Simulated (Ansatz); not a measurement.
Take BAs in the zinc blende structure (space group F-43m, No. 216; a = 4.732 Å) as the base. Axes: x, y, z lie along the cube axes.

The change: biaxial strain +0.42 %, plane normal [111], relaxed out of plane (Cartesian); in-plane vectors clamped, the third vector and the atoms free.

Method: LDA (Ansatz, a quantum-chemistry and plane-wave program), no spin-orbit coupling.

**Question.** Give the band edges at the high-symmetry points of the new zone, measured from its valence-band maximum.

**Answer.** 
```json
[
 {"point": "Γ", "valence edge (eV)": "0.00", "conduction edge (eV)": "3.22"},
 {"point": "T", "valence edge (eV)": "-1.91", "conduction edge (eV)": "2.70"},
 {"point": "H₂", "valence edge (eV)": "-5.35", "conduction edge (eV)": "5.17"},
 {"point": "H₀", "valence edge (eV)": "-5.35", "conduction edge (eV)": "5.17"},
 {"point": "L", "valence edge (eV)": "-1.86", "conduction edge (eV)": "2.79"},
 {"point": "S₀", "valence edge (eV)": "-3.56", "conduction edge (eV)": "1.99"},
 {"point": "S₂", "valence edge (eV)": "-3.56", "conduction edge (eV)": "1.99"},
 {"point": "F", "valence edge (eV)": "-4.16", "conduction edge (eV)": "1.28"}
]
```

The gap is 1.08 eV, indirect, Γ → F–Γ (18 % along).

Stability against distortions was not tested. Labels are those of the standard path for the cell's own space group.
